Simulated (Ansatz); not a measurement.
**Effect of pressure 0.3 GPa on InSe**

Consider InSe in the beta-GaS type structure (space group P6_3/mmc, No. 194; a = 4.032 Å, c = 16.764 Å; layered, stacked along the Cartesian z axis).

Perturbation: cell and atoms relaxed at a pressure of 0.3 GPa.

Calculations: Ansatz (an electronic-structure program), PBE-D3(BJ), PAW, cutoff 420 eV, without spin-orbit coupling. Γ-centred 9×9×2 mesh, Fermi–Dirac width 0.05 eV.

| quantity | base | changed | shift |
|---|---|---|---|
| volume per atom | 29.50 Å³ | 29.17 Å³ | -0.33 Å³ |
| density | 5.45 g/cm³ | 5.51 g/cm³ | +0.06 g/cm³ |
| lattice parameter a | 4.032 Å | 4.020 Å | -0.012 Å |
| c/a ratio | 4.158 | 4.147 | -0.011 |
| shortest interatomic distance | 2.660 Å | 2.656 Å | -0.004 Å |
| enthalpy H = E + PV relative to the base's energy | – | +0.05 eV/atom | – |
| band gap | 0.37 eV | 0.38 eV | +0.016 eV |
| gap character | direct at Γ | direct at Γ | – |
| electron mass | 0.042 mₑ along c, 0.11 mₑ across (at Γ) | 0.042 mₑ along c, 0.11 mₑ across (at Γ) | – |
| valence-band top at Γ (three highest levels, from the VBM) | 0.00, -1.09, -1.09 eV | 0.00, -1.08, -1.08 eV | – |
| valley order (the lowest conduction-band minima on the path, energy above the VBM, named in the base's zone) | Γ 0.37 eV; M (1/2, 0, 0) 1.12 eV; K (1/3, 1/3, 0) 1.51 eV | Γ 0.38 eV; M (1/2, 0, 0) 1.11 eV; K (1/3, 1/3, 0) 1.47 eV | – |

Final structure:

```
CELL_PARAMETERS angstrom
      4.02046     0.00000     0.00000
     -2.01023     3.48182     0.00000
      0.00000     0.00000    16.67300
ATOMIC_POSITIONS crystal
  In 0.33333 0.66667 0.66639
  In 0.66667 0.33333 0.16639
  In 0.66667 0.33333 0.33361
  In 0.33333 0.66667 0.83361
  Se 0.33333 0.66667 0.08899
  Se 0.66667 0.33333 0.58899
  Se 0.66667 0.33333 0.91101
  Se 0.33333 0.66667 0.41101
```

Load acts through the strain it causes; cell and atoms are relaxed under it. Masses are band curvatures over ±0.01 Å⁻¹ around the edge. No phonon test of stability was made.
